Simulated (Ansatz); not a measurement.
Input and output of a relaxation of the atoms for CaIr₂ (R3m, 6 atoms in the cell) (Ansatz, a first-principles code).

Method of the run: LDA (PW92), default PAW files made with PBE (plane waves; Ansatz).

The change in words: one atom moved by 0.15 angstrom; relax: default → atoms; relax.f_tol: default → 0.001 eV/Å. Reference geometry:
```
CaIr2
1.0
    0.00000     3.79002     3.79002
    3.79002     0.00000     3.79002
    3.79002     3.79002     0.00000
Ca Ir
2 4
Direct
  0.25000   0.25000   0.25000
  0.00000   0.00000   0.00000
  0.62500   0.62500   0.62500
  0.12500   0.62500   0.62500
  0.62500   0.62500   0.12500
  0.62500   0.12500   0.62500
```

Reference input (self-consistent single point, DFT, LDA (PW92), plane waves, default PAW files made with PBE): basis.ecutwfc = 420 eV; kpoints.mp_grid.grid = 8 8 8; hamiltonian.xc = lda; hamiltonian.pseudopotentials = {kind: paw} (the program's default PAW files); scf.occupations.method = fermi_dirac; scf.occupations.width = 0.1 eV. This run's input differs from it in these lines:

```diff
@@ -6,3 +6,3 @@
   atoms:
-    - { symbol: Ca, position: [0.250000, 0.250000, 0.250000] }
+    - { symbol: Ca, position: [0.261425, 0.261425, 0.261425] }
     - { symbol: Ca, position: [0.000000, 0.000000, 0.000000] }
@@ -21,2 +21,4 @@
   occupations: { method: fermi_dirac, width: 0.1 }
+relax:
+  f_tol: 0.001
 output:
```

Output (repeated stretches shortened):

```
   [... SCF lines of the steps left out ...]
relax step   1: F+E_penalty+E_count = -50201.40754579 eV  Δ(F+E_penalty+E_count) = +0.000e0 eV  max|allowed force component| = 4.720e-1 eV/Å  Δτ_max = 0.0000 Å  (7 SCF iters, dr2 threshold 1.00e-7 eV, accepted)
relax step   2: F+E_penalty+E_count = -50201.44340118 eV  Δ(F+E_penalty+E_count) = -3.586e-2 eV  max|allowed force component| = 2.840e-1 eV/Å  Δτ_max = 0.1950 Å  (6 SCF iters, dr2 threshold 1.39e-5 eV, accepted)
relax step   3: F+E_penalty+E_count = -50201.46818488 eV  Δ(F+E_penalty+E_count) = -2.478e-2 eV  max|allowed force component| = 4.461e-3 eV/Å  Δτ_max = 0.0704 Å  (6 SCF iters, dr2 threshold 5.04e-6 eV, accepted)
relax step   4: F+E_penalty+E_count = -50201.46818510 eV  Δ(F+E_penalty+E_count) = -2.155e-7 eV  max|allowed force component| = 4.386e-3 eV/Å  Δτ_max = 0.0000 Å  (6 SCF iters, accepted)
relax step   5: F+E_penalty+E_count = -50201.46821027 eV  Δ(F+E_penalty+E_count) = -2.517e-5 eV  max|allowed force component| = 8.143e-4 eV/Å  Δτ_max = 0.0040 Å  (6 SCF iters, accepted)
the relaxation is at rest under the 6 symmetry operations that the run kept from its start: a minimum is not shown …
Free energy (F): -50201.468210 eV
Internal energy: -50201.276225 eV  (E = F + TS)
E sigma→0 (E₀):  -50201.372218 eV
Entropy (-TS):   -0.191985 eV (-31.997 meV/atom)
Fermi energy:    16.269655 eV
--- Forces (eV/Å), atoms counted from 1 ---
  atom   1  Ca    -0.00010340    -0.00010340    -0.00010340
  atom   2  Ca    -0.00004275    -0.00004275    -0.00004275
  atom   3  Ir    -0.00045050    -0.00045050    -0.00045050
  atom   4  Ir    -0.00081350     0.00070752     0.00070752
  atom   5  Ir     0.00070752     0.00070752    -0.00081350
   [... lines left out ...]
    - { symbol: Ir, position: [0.626883165166892, 0.626883165166892, 0.626883165166892] }
    - { symbol: Ir, position: [0.1268708609809185, 0.6269217631936285, 0.6269217631936284] }
    - { symbol: Ir, position: [0.6269217631936285, 0.6269217631936285, 0.1268708609809185] }
    - { symbol: Ir, position: [0.6269217631936285, 0.1268708609809185, 0.6269217631936284] }
```

The run converged.  The full log also holds: “iter 5 did not close the SCF: its close was put off for the readings that it lacked (scf_convergence_deferred on its scf_iter line)”.

Summary of the result:
```
Quantity                                                 Result
-----------------------------------------------  --------------
Free energy E − TS (on the zero of these files)  -50201.4682 eV
Fermi level (on the code's own zero)                   16.27 eV
Pressure                                             -10.31 GPa
Largest force (vector length)                        0.001 eV/Å
Relaxation steps                                              5
```

The starting cell comes from a database of computed structures (which also holds hypothetical and non-ambient phases and stackings), without a prior relaxation at this level. Its lattice was rescaled by up to half a per cent. For this run, on top of that: one atom moved by 0.15 angstrom. Spin polarisation is off. The relaxation keeps the symmetry of its start, so its end need not be a minimum. Ansatz's pressure includes its estimate of the finite-basis (Pulay) stress.

Cost on one core of a shared machine: roughly 2 min.

Keys are those of Ansatz 0.2.
